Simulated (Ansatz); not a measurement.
**bcc Ca (high-temperature phase): properties by level of theory**

| level (code) | lattice constant a (Å) | cohesive energy (eV/atom) |
|---|---|---|
| PBEsol (Ansatz) | [?] | 2.09 |
| HSE06 (Ansatz) | 4.457 | 1.78 |
| PBE0 (Ansatz) | 4.458 | [?] |

**Question.** Some entries are withheld; supply them.

**Answer.** 
- PBEsol (Ansatz, a program for electronic structure), lattice constant a (Å): 4.323
- PBE0 (Ansatz), cohesive energy (eV/atom): 1.75

Caveats: symmetry holds this phase in the static calculation, where it need not be a minimum (PBEsol, HSE06, PBE0). Ansatz's density-functional and Hartree–Fock values are scalar-relativistic unless marked +SOC, with PAW data made under PBE.

Static lattice: no zero-point or thermal effects.
